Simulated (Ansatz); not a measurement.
The starting structures come from a database of crystals and need not be the phases stable at ambient conditions.

Inside the gap of an insulator the Bloch states are evanescent, with a wavenumber k + iκ along the transport direction.

Here is the system:

```
Bi2Se2Te
1.0
    4.23346     0.00000     0.00000
   -2.11673     3.66628     0.00000
    2.11673     1.22209     9.64452
Bi Te Se
2 1 2
Cartesian
  0.00000   2.44419   2.10697
  4.23346   2.44419   7.53755
  0.00000   0.00000   0.00000
  2.11673   1.22209   3.62680
  2.11673   3.66628   6.01772
```

Space group of this cell: R-3m. The cell was relaxed by PBE-D3(BJ); by r2SCAN its mean pressure is 1.4 GPa.

Transport runs along the normal of the first two printed cell vectors, the (001) plane of the conventional cell.

The gap is the functional's own. No spin-orbit coupling. Mid-gap values are interpolated on the energy grid.

Question: State the band gap and the smallest decay constant κ at mid-gap according to Ansatz (a quantum-chemistry and plane-wave program) with r2SCAN.

Answer: Gap 0.81 eV on a 8×8×8 mesh; κ = 0.116 1/Å, at (0.500, 0.000) of the in-plane reciprocal vectors. At the zone centre, at the nearest computed energy, the slowest state has κ = 0.17 1/Å.
